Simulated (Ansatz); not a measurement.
We consider L1₀ (CuAu-type) CuAu, described by PBEsol+SOC (Ansatz, a quantum-chemistry and plane-wave program, PAW).

Settings: plane-wave cutoff 520 eV, 20×20×16 k mesh (along the axes of the cell as run), Fermi–Dirac smearing 0.05 eV, PAW data made under PBE.

The cell is scaled about its equilibrium volume:

Shape and atoms are relaxed at each volume.

```tsv
V (Å³/atom)	P (GPa)	c (Å)	a (Å)
13.567	7.95	3.552	2.764
13.850	3.72	3.585	2.780
14.133	0.00	3.619	2.795
14.415	-3.27	3.653	2.809
14.698	-6.15	3.687	2.824
```

Note: the bulk modulus comes from volumes at which shape and atoms were relaxed.
